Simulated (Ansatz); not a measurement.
Base system: TlBr in the zinc blende structure (space group F-43m, No. 216; a = 7.3107 Å; a hypothetical phase, not in the database extracts checked).

The other end (x = 1) is TlF in the zinc blende structure (space group F-43m, No. 216; a hypothetical phase, not in the database extracts checked): 27.00 Å³/atom, gap 2.91 eV; this end may not be an ambient phase.

Method: PBEsol (Ansatz, an electronic-structure program, PAW, no spin-orbit coupling).

F replaces a fraction x of Br; each row is one arrangement (x, atoms in the cell, starting space group or random), fully relaxed.

One change was made to it. Results:

```csv
quantity,base,after
deviation of the volume from the linear (Vegard-type) interpolation,–,-17.3 %
"gap character (in this cell's own zone, which can be folded)",–,direct at M
band gap,2.76 eV,1.91 eV
```

Name the change that was made.
(A) x(F) = 0.25, 8 atoms, Pmm2
(B) x(F) = 0.75, 8 atoms, I-42m
(C) x(F) = 0.5, 4 atoms, R3m

B, x(F) = 0.75, 8 atoms, I-42m. For comparison, the band gap in the other runs: x(F) = 0.25, 8 atoms, Pmm2 gives 1.45 eV; x(F) = 0.5, 4 atoms, R3m gives 2.32 eV.

These are small ordered cells, not random alloys; other orderings at the same x differ. Spin-orbit coupling, missing from the scalar runs, can matter with Tl. Stability against distortions was not tested. Under x(F) = 0.75, 8 atoms, I-42m, x(F) = 0.25, 8 atoms, Pmm2 and x(F) = 0.5, 4 atoms, R3m the cell changed shape so far that it is another structure. k-point labels follow each cell's own Brillouin zone.
